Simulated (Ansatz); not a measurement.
The reference is GaN in the wurtzite structure (space group P6_3mc, No. 186; a = 3.183 Å, c = 5.184 Å). Axes: x lies along a and z along c of the hexagonal cell.

Calculations: r2SCAN/PAW in Ansatz (a program for electronic structure), no SOC, earlier PAW set.

It is then changed as follows: tensor shear ε_yz = −2.01 % (engineering shear γ = -0.0402); the atoms relax in the strained cell.

### Question
Predict the stress tensor and what it implies for the stiffness.

### Answer
Stress of the strained cell less that of the base (GPa, compression positive):
```
   0.08    0.00    0.00
   0.00   -0.17    3.93
   0.00    3.93    0.14
```

Then −Δσ/γ with γ = 2ε = -0.0402 gives secant stiffness values (nonlinear terms included at this strain): C44 ≈ 98 GPa.

As a check, the harmonic strain energy −½ V₀ Δσ:ε is 5.6 meV/atom; the computed energy rise is 5.6 meV/atom.

Whether these cells are dynamically stable was not tested.
